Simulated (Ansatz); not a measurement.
## MoSeS (P-3m1, No. 164, 6 atoms in the cell; start mp-1221404): lattice constant a by level of theory

No measured value is used here.

| level (code) | value (Å) |
|---|---|
| LDA (Ansatz) | 3.190 |
| PBEsol (Ansatz) | (withheld) |
| r²SCAN (Ansatz) | 3.252 |
| r²SCAN+rVV10 (Ansatz) | 3.241 |

Q: Some entries are withheld; supply them.

A: 
- PBEsol (Ansatz, a program for electronic structure), value (Å): 3.206

The crystal itself was run without spin with LDA, PBEsol, r²SCAN, r²SCAN+rVV10; a magnetic state was not tried in these runs. Cutoffs differ between the levels. Ansatz's density-functional and Hartree–Fock values are scalar-relativistic unless marked +SOC, with PAW data made under PBE.

A start named mp-… is a Materials Project structure, which need not be a measured phase.
